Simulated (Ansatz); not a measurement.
System: tetragonal HfO2 (model structure) (like a known high-temperature phase). Method: r²SCAN (Ansatz, a program for electronic structure, PAW).

Numerical settings: plane-wave cutoff 500 eV, 8×8×6 k mesh (along the axes of the cell as run), gaussian smearing 0.02 eV, scalar-relativistic PAW data made under PBE.

Cell (relaxed at this level):

```
CELL_PARAMETERS angstrom
      3.57650     0.00000     0.00000
      0.00000     3.57650     0.00000
      0.00000     0.00000     5.20311
ATOMIC_POSITIONS crystal
  Hf 0.00000 0.00000 0.00000
  Hf 0.50000 0.50000 0.50000
  O  0.00000 0.50000 0.19616
  O  0.00000 0.50000 0.69616
  O  0.50000 0.00000 0.30384
  O  0.50000 0.00000 0.80384
```

Problem. Give the computed band gap.

Solution. 
band gap: 5.27 eV (on the SCF k mesh)

Note: held by symmetry at 0 K, a high-temperature phase can be a saddle point.

Spin–orbit coupling is not included.

Static lattice: no zero-point or thermal effects.

A model structure was made by putting elements into a prototype or built by hand; it is no filed structure, need not be a known phase, and can be a saddle point held by its symmetry.
